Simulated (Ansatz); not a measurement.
**A computed series for BN: response to strain**

Base system: BN (space group P6_3/mmc, No. 194; layered, stacked along the Cartesian z axis).

```
BN
1.0
    2.50046     0.00000     0.00000
   -1.25023     2.16546     0.00000
    0.00000     0.00000     6.41169
B N
2 2
Direct
  0.66667   0.33333   0.25000
  0.33333   0.66667   0.75000
  0.33333   0.66667   0.25000
  0.66667   0.33333   0.75000
```

Cartesian axes are those of the cell as printed.

Strains are applied to the cell and any free atomic positions relax; under biaxial strain the out-of-plane vector relaxes too.

Method: PBEsol-D3(BJ) (Ansatz, an electronic-structure program; PAW; 420 eV plane waves; no spin-orbit coupling).

Notes on the quantities. pressure: mean of the normal stresses, compression positive.

```json
[
 {"change": "base", "volume per atom": "8.68 Å³", "smallest direct gap": "4.49 eV", "pressure": "0.00 GPa"},
 {"change": "biaxial strain −3.00 %, plane normal [001], relaxed out of plane", "volume per atom": "8.17 Å³", "smallest direct gap": "4.72 eV", "pressure": "26.23 GPa"},
 {"change": "biaxial strain −2.40 %, plane normal [001], relaxed out of plane", "volume per atom": "[?]", "smallest direct gap": "[?]", "pressure": "[?]"},
 {"change": "biaxial strain −1.80 %, plane normal [001], relaxed out of plane", "volume per atom": "8.38 Å³", "smallest direct gap": "4.63 eV", "pressure": "14.78 GPa"},
 {"change": "biaxial strain −1.20 %, plane normal [001], relaxed out of plane", "volume per atom": "8.48 Å³", "smallest direct gap": "4.58 eV", "pressure": "9.56 GPa"},
 {"change": "biaxial strain −0.60 %, plane normal [001], relaxed out of plane", "volume per atom": "8.58 Å³", "smallest direct gap": "4.54 eV", "pressure": "4.64 GPa"}
]
```

Fill in the withheld entries from the trend.


- biaxial strain −2.40 %, plane normal [001], relaxed out of plane, volume per atom: 8.27 Å³
- biaxial strain −2.40 %, plane normal [001], relaxed out of plane, smallest direct gap: 4.68 eV
- biaxial strain −2.40 %, plane normal [001], relaxed out of plane, pressure: 20.33 GPa

Stability against distortions was not tested.
